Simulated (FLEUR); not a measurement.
# Worked example: self-consistent single point of LaCoSi₃ (I4mm, 5 atoms in the cell) in FLEUR

Level of theory: PBEsol, all-electron FLAPW (FLEUR), scalar-relativistic valence in FLEUR.

Input:

Input of the input generator:

```
scf LaCoSi3
&input film=f /
-2.0559990000 2.0559990000 4.7596280000
2.0559990000 -2.0559990000 4.7596280000
2.0559990000 2.0559990000 -4.7596280000
1.8897261246
1.0 1.0 1.0

5
57 0.0049600000 0.0049600000 -0.0000000000
27 0.6619300000 0.6619300000 -0.0000000000
14 0.4253000000 0.4253000000 -0.0000000000
14 0.2614100000 0.7614100000 0.5000000000
14 0.7614100000 0.2614100000 0.5000000000

&comp jspins=1 /
&exco xctyp='PBEs' /
&kpt div1=8 div2=8 div3=8 gamma=t /
&end /
```

```xml
<?xml version="1.0" encoding="UTF-8" standalone="no"?>
<fleurInput fleurInputVersion="0.39">
   <comment>
      scf LaCoSi3                                                                                         
   </comment>
   <calculationSetup>
      <cutoffs Kmax="4.2" Gmax="16.8" GmaxXC="16.8" numbands="0"/>
      <scfLoop itmax="80" minDistance="0.00001" maxIterBroyd="15" imix="Anderson" alpha="0.05" precondParam="0.0" spinf="2.0"/>
      <coreElectrons ctail="T" frcor="F" kcrel="0" coretail_lmax="0"/>
      <xcFunctional name="PBEs" relativisticCorrections="F"/>
      <magnetism jspins="1"/>
      <soc l_soc="F" theta="0.0" phi="0.0" spav="F"/>
      <expertModes spex="0" secvar="F"/>
      <geometryOptimization l_f="T" forcealpha="1.0" forcemix="BFGS" epsdisp="0.00001" epsforce="0.00001"/>
      <ldaU l_linMix="F" mixParam="0.05" spinf="1.0"/>
   </calculationSetup>
   <cell>
      <bzIntegration valenceElectrons="38.0" mode="hist" fermiSmearingEnergy="0.00367493">
         <kPointListSelection listName="default-1"/>
         <!-- k-points included here -->
         <xi:include xmlns:xi="http://www.w3.org/2001/XInclude" href="kpts.xml"> </xi:include>
      </bzIntegration>
      <!-- symmetry operations included here -->
      <xi:include xmlns:xi="http://www.w3.org/2001/XInclude" href="sym.xml"> </xi:include>
      <bulkLattice scale="1.0">
         <bravaisMatrix>
            <row-1>   -3.8852750224514749     3.8852750224514749     8.9943933749776495</row-1>
            <row-2>    3.8852750224514749    -3.8852750224514749     8.9943933749776495</row-2>
            <row-3>    3.8852750224514749     3.8852750224514749    -8.9943933749776495</row-3>
         </bravaisMatrix>
      </bulkLattice>
   </cell>
   <atomSpecies>
      <species name="Lanthanum (La)" element="La" atomicNumber="57">
         <mtSphere radius="2.68" gridPoints="925" logIncrement="0.014"/>
         <atomicCutoffs lmax="10" lnonsphr="8"/>
         <electronConfig flipSpins="F">
            <coreConfig>(1s1/2) (2s1/2) (2p1/2) (2p3/2) (3s1/2) (3p1/2) (3p3/2) (4s1/2) (3d3/2) (3d5/2) (4p1/2) (4p3/2) (4d3/2) (4d5/2)</coreConfig>
            <valenceConfig>(5s1/2) (5p1/2) (5p3/2) (6s1/2) (5d3/2) (5d5/2)</valenceConfig>
            <stateOccupation state="(5d3/2)" spinUp="0.2" spinDown="0.2"/>
            <stateOccupation state="(5d5/2)" spinUp="0.3" spinDown="0.3"/>
         </electronConfig>
         <energyParameters s="6" p="6" d="5" f="4"/>
         <lo type="SCLO" l="0" n="5" eDeriv="0"/>
         <lo type="SCLO" l="1" n="5" eDeriv="0"/>
      </species>
      <species name="Cobalt (Co)" element="Co" atomicNumber="27">
         <mtSphere radius="2.40" gridPoints="829" logIncrement="0.015"/>
         <atomicCutoffs lmax="10" lnonsphr="8"/>
         <electronConfig flipSpins="F">
            <coreConfig>(1s1/2) (2s1/2) (2p1/2) (2p3/2) (3s1/2)</coreConfig>
            <valenceConfig>(3p1/2) (3p3/2) (4s1/2) (3d3/2) (3d5/2)</valenceConfig>
            <stateOccupation state="(3d3/2)" spinUp="1.4" spinDown="1.4"/>
            <stateOccupation state="(3d5/2)" spinUp="2.1" spinDown="2.1"/>
         </electronConfig>
         <energyParameters s="4" p="4" d="3" f="4"/>
         <lo type="SCLO" l="1" n="3" eDeriv="0"/>
      </species>
      <species name="Silicon (Si)" element="Si" atomicNumber="14">
         <mtSphere radius="1.57" gridPoints="543" logIncrement="0.021"/>
         <atomicCutoffs lmax="6" lnonsphr="4"/>
         <electronConfig flipSpins="F">
            <coreConfig>(1s1/2) (2s1/2) (2p1/2) (2p3/2)</coreConfig>
            <valenceConfig>(3s1/2) (3p1/2) (3p3/2)</valenceConfig>
            <stateOccupation state="(3p1/2)" spinUp="0.3333333333333" spinDown="0.3333333333333"/>
            <stateOccupation state="(3p3/2)" spinUp="0.6666666666667" spinDown="0.6666666666667"/>
         </electronConfig>
         <energyParameters s="3" p="3" d="3" f="4"/>
      </species>
   </atomSpecies>
   <atomGroups>
      <atomGroup species="Lanthanum (La)">
         <relPos label="                   1">.0049600000 .0049600000 .0000000000</relPos>
         <force calculate="T" relaxXYZ="TTT"/>
      </atomGroup>
      <atomGroup species="Cobalt (Co)">
         <relPos label="                   2">-.3380700000 -.3380700000 .0000000000</relPos>
         <force calculate="T" relaxXYZ="TTT"/>
      </atomGroup>
      <atomGroup species="Silicon (Si)">
         <relPos label="                   3">.4253000000 .4253000000 .0000000000</relPos>
         <force calculate="T" relaxXYZ="TTT"/>
      </atomGroup>
      <atomGroup species="Silicon (Si)">
         <relPos label="                   4">.2614100000 -.2385900000 1.000/2.000</relPos>
         <relPos label="                   5">-.2385900000 .2614100000 1.000/2.000</relPos>
         <force calculate="T" relaxXYZ="TTT"/>
      </atomGroup>
   </atomGroups>
   <output dos="F" band="F" slice="F">
      <checks vchk="F" cdinf="F"/>
      <bandDOS minEnergy="-.5*Htr" maxEnergy="0.5*Htr" sigma="0.015" storeEVData="T"/>
      <vacuumDOS vacdos="F" integ="F" star="F" nstars="0" locx1="0.0" locy1="0.0" locx2="0.0" locy2="0.0" nstm="0" tworkf="0.0"/>
      <unfoldingBand unfoldBand="F" supercellX="1" supercellY="1" supercellZ="1"/>
      <plotting iplot="0" polar="F">
         <plot TwoD="T" vec1="  1.0  0.0  0.0" vec2="  0.0  1.0  0.0" vec3="  0.0  0.0  1.0" zero="  0.0  0.0  0.0" file="plot"/>
      </plotting>
      <chargeDensitySlicing numkpt="0" minEigenval="0.0" maxEigenval="0.0" nnne="0" pallst="F"/>
      <specialOutput eonly="F"/>
      <magneticCircularDichroism mcd="F" energyLo="-10.0" energyUp="0.0"/>
   </output>
  <!-- We include the file relax.xml here to enable relaxations (see documentation) -->
  <xi:include xmlns:xi="http://www.w3.org/2001/XInclude" href="relax.xml"> <xi:fallback/> </xi:include>
</fleurInput>
```

Output (repeated stretches shortened):

```
      Welcome to FLEUR        (www.flapw.de)
      MaX-Release 8.1          (www.max-centre.eu)

 ========== k-point set info ==========
 Selected k-point list: default-1
 k-point list type: mesh
 8 x 8 x 8
 Number of k points: 59

 ------------Calculation Setup---------------------------
 Number of basis functions:          727
 Iteration:     1   Distance:      17.26124812 me/bohr^3
 Iteration:     2   Distance:       9.02403544 me/bohr^3
 Iteration:     3   Distance:       7.34266613 me/bohr^3
 Iteration:     4   Distance:      12.78325961 me/bohr^3
 Iteration:     5   Distance:       6.64378106 me/bohr^3
 Iteration:     6   Distance:       1.38970707 me/bohr^3
   [... 12 lines left out ...]
 Iteration:    19   Distance:       0.00010277 me/bohr^3
 Iteration:    20   Distance:       0.00014040 me/bohr^3
 Iteration:    21   Distance:       0.00004621 me/bohr^3
 Iteration:    22   Distance:       0.00002144 me/bohr^3
 Iteration:    23   Distance:       0.00000647 me/bohr^3
 Reset of history

 Run finished successfully
 Stop message:
   Structural relaxation: new displacements generated

[file out, last iteration]
             iter=     24
          p o t e n t i a l   g e n e r a t o r
[...]
          integral of pseudo charge density inside the slab=        0.000000   0.000000
     coulomb potential in the interstitial region:
          density-coulomb potential integrals
          total density-coulomb potenti   -17447.9529486537
          density-effective potential integrals for spin  1
          total density-effective poten   -1.7868662403E+04
          charge density-energy density integrals
          total charge density-energy d   -3.2055509011E+02
 Updated energy parameters for spin:           1
  Atom    1 6s branch from -0.60 to  3.02 htr. ; e_l =  0.3529
  Atom    1 6p branch from  0.14 to  3.76 htr. ; e_l =  0.4602
  Atom    1 5d branch from -3.09 to  1.29 htr. ; e_l =  0.4395
  Atom    1 4f branch from -9.99 to  0.61 htr. ; e_l =  0.5383
  Atom    1 5s branch from -9.04 to -0.60 htr. ; e_l(l -0.7336
  Atom    1 5p branch from -6.61 to  0.14 htr. ; e_l(l -0.1496
  Atom    2 4s branch from -3.03 to  1.63 htr. ; e_l =  0.2425
  Atom    2 4p branch from -1.68 to  2.18 htr. ; e_l =  0.3755
  Atom    2 3d branch from -9.99 to  0.48 htr. ; e_l =  0.3685
  Atom    2 4f branch from -9.99 to  3.43 htr. ; e_l =  0.6900
  Atom    2 3p branch from-27.55 to -1.68 htr. ; e_l(l -1.6913
  Atom    3 3s branch from -4.43 to  3.72 htr. ; e_l = -0.2559
  Atom    3 3p branch from -2.81 to  4.07 htr. ; e_l = -0.1174
  Atom    3 3d branch from -9.99 to  3.75 htr. ; e_l =  0.0510
  Atom    3 4f branch from -9.99 to  7.68 htr. ; e_l =  0.2125
  Atom    4 3s branch from -4.44 to  3.71 htr. ; e_l = -0.2570
  Atom    4 3p branch from -2.82 to  4.07 htr. ; e_l = -0.1184
  Atom    4 3d branch from -9.99 to  3.74 htr. ; e_l =  0.0501
  Atom    4 4f branch from -9.99 to  7.68 htr. ; e_l =  0.2116
[...]
 fermi energy and band-weighting factors:
at   0.00000   0.00000   0.00000   k-weight:    0.001953
   30 eigenvalues :
   -1.691525   -1.691525   -1.689108   -0.734042   -0.150151   -0.137060   -0.137060    0.001133
    0.204851    0.244369    0.271351    0.271351    0.293986    0.327106    0.367810    0.373144
    0.395326    0.395326    0.443180    0.443180    0.473036    0.495384    0.525058    0.536019
    0.536019    0.549460    0.554724    0.558612    0.567685    0.567685
   [... 2 blocks of this kind left out ...]

[...]
FERMIE:
          first approx. to ef    (T=0)  :   0.438825 htr   (energy of the highest occ. eigenvalue)
          number of occ. states  (T=0)  :       1118
          first approx. to seigv (T=0)  :  -5.399100 htr
          sum of weights of occ. states :  19.000000
          sum of semicore charge        :   0.000000 e
FERHIS:  Fermi-Energy by histogram:
          bandgap                     :   0.000076 htr
          charge neutrality (T=0)     :   0.000000    (zero if the highest occ. eigenvalue is "entirely" occupied)
     EF_NEWTON:  Adjust Fermi-Energy by Newton-Method.
               Number of iterations needed  :   4
               The error in the weight is   :  0.11102E-15
               The error in ef is           : -0.41125E-17 htr
     -->  new fermi energy            :   0.438056 htr
          valence charge              :  38.000000 e
          actual charge blw ef-8kt    :  36.660156 e
          actual charge blw ef+8kt    :  38.000000 e
          number of occ. states       :      1166
          sum of the valence weights  :   19.000000
          entropy         :   0.636659 *kb htr/K =   0.00000 htr/K
          sum of val. single particle energies:        -5.3980274071 htr
 Direct bandgap for spin            1 :    6.5687107736036587E-003  Htr
 at k-point           28  with k-vector   0.12500000000000000       0.25000000000000000       0.75000000000000000
          valence density: spin= 1
[...]
     l-like charge
     atom     s        p        d        f        total
 -->  1    2.01512  5.52803  0.76195  0.18407    8.49450
 -->  2    0.51276  6.64775  7.55442  0.02439   14.74509
 -->  3    0.39731  0.38980  0.02972  0.00096    0.81787
 -->  4    0.39262  0.37197  0.03408  0.00138    0.80018
          total charge for spin  1=   38.000000
          interst. charge =      12.342179
          mt charge=              8.494499   14.745090    0.817866    0.800183
          total charge  =   38.000000
          z= 57.     r(1)=  0.645805E-05     dx= 0.014000     m.t.index= 925
               n    l     j    energy       weight
               1.   0.   0.5-1421.5508      2.0000
               2.   0.   0.5 -225.6085      2.0000
               2.   1.   0.5 -212.7515      2.0000
   [... 11 lines left out ...]
          atom type    1  (spin 1)
          kinetic energy=  0.903468290935E+04     sum of the eigenvalues= -0.523010584459E+04
          0.00043790  electrons lost from core.
   [... 3 blocks of this kind left out ...]

          total charge for spin  1=  126.000000
          interst. charge =      12.436265
          mt charge=             54.494062   26.745250   10.786482   10.768971
          total charge  =  126.000000
          zc=   126.000000     qfix=    1.000000
     t o t a l  e n e r g y
          sum of eigenvalues =             -6495.0409960724
          density-coulomb potential int   -17447.9529486537
          density-effective potential i   -17868.6624026727
          charge density-ex.-corr.energ     -320.5550901077
          el.-nucl. inter. diff. m.t.      10319.2320572991
          Madelung term for atom type:       -35.8878862089
          el.-nucl. inter. diff. m.t.       1672.1535728607
          Madelung term for atom type:        -6.8165260800
          el.-nucl. inter. diff. m.t.        336.8150574424
          Madelung term for atom type:       -13.3447723674
          el.-nucl. inter. diff. m.t.        673.3670940025
          Madelung term for atom type:       -26.7909338444
 ---->    total energy=                   -10755.3180579397 htr
 ---->    (input%tkb*entropy) TS=              0.0023396789 htr
 ---->    free energy=                    -10755.3203976185 htr
      extrapolation for T->0
 ---->    total electron energy=          -10755.3192277791 htr
 ***** TOTAL FORCES ON ATOMS *****
 TOTAL FORCE FOR ATOM TYPE=  1  X=  0.000   Y=  0.000   Z=  0.089
                       FX_TOT= 0.000000 FY_TOT= 0.000000 FZ_TOT= 0.001669
 TOTAL FORCE FOR ATOM TYPE=  2  X=  0.000   Y=  0.000   Z= -6.081
                       FX_TOT= 0.000000 FY_TOT= 0.000000 FZ_TOT=-0.001679
 TOTAL FORCE FOR ATOM TYPE=  3  X=  0.000   Y=  0.000   Z=  7.651
                       FX_TOT= 0.000000 FY_TOT= 0.000000 FZ_TOT= 0.001176
 TOTAL FORCE FOR ATOM TYPE=  4  X=  0.000   Y=  3.885   Z= -4.292
                       FX_TOT= 0.000000 FY_TOT= 0.000000 FZ_TOT=-0.000564
```

The run converged in 23 iterations. FLEUR gives forces in its relaxation mode, with a further iteration, so its stop message speaks of a relaxation.

The starting cell comes from a database of computed structures (which also holds hypothetical and non-ambient phases and stackings), without a prior relaxation at this level. Its lattice was rescaled by a random factor within 2.5 % of one. Spin polarisation is off. Values depend on the basis (sphere radii, cutoffs, local orbitals), which need not be converged. The log's line on a gap gives a spacing of levels on this mesh, which the program prints for metals too.

Cost on one core of a shared machine: roughly 10 min.
